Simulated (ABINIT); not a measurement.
## Predicting one run from its neighbours: the energy against the cutoff, Ba (Im-3m, 1 atom in the cell)

```xyz
1
Lattice="-2.4975 2.4975 2.4975 2.4975 -2.4975 2.4975 2.4975 2.4975 -2.4975" Properties=species:S:1:pos:R:3 pbc="T T T"
Ba     0.0000     0.0000     0.0000
```

Computed with PBE, norm-conserving pseudopotentials (PseudoDojo nc-sr-05 PBE standard) (plane waves; ABINIT).

Base settings: pseudos = [Ba.upf]; ecut = 762 eV; ixc = 11; occopt = 7; tsmear = 0.00367493 Ha; ngkpt = 3 3 3; nshiftk = 1; shiftk = 0 0 0; potentials = PseudoDojo nc-sr-05 PBE standard; nband = 10.

The last step of the ladder, which sets the zero, is ecut = 1850 eV.

The starting cell has typed, rounded lattice constants, without a prior relaxation at this level. Its lattice was rescaled by up to half a per cent. Without a gap this mesh is coarse (it stands for a supercell whose shortest vector is 13 Å).

An empirical form for the window shown: the miss falls exponentially with the largest wave vector, which goes as √cutoff: ln(ΔF) = a + b·√cutoff.

| ecut | √cutoff (√eV) | F less the last step's (meV/atom) | ln of it |
|---|---|---|---|
| 299 eV | 17.292 | 896.50 | 6.798 |
| 354 eV | 18.815 | 311.65 | 5.742 |
| 381 eV | 19.519 | 165.97 | 5.112 |
| 435 eV | 20.857 | ? | ? |
| 463 eV | 21.517 | 22.77 | 3.125 |

Problem. Fit the line to the 4 rows given and predict the withheld one.

Solution. Means: x̄ = 19.286, ȳ = 5.1943. Σ(x − x̄)(y − ȳ) = -8.092 and Σ(x − x̄)² = 9.230, so b = -0.8767 and a = ȳ − b·x̄ = 22.102; ΔF halves for each 0.79 in √cutoff. The largest residual of the fitted rows is 0.14. At x = 20.857 the line gives 3.817, that is 45.5 meV/atom. The run gave 47.92 meV/atom, a miss of 2.42 meV/atom (5 %). The table is a window of a longer ladder. The rows were chosen because the form fits them, the withheld one included, so this shows the method and is no test of the form.

Left out of this page: 10 runs of the series outside the window shown, repeating another row's setting, or not comparable.
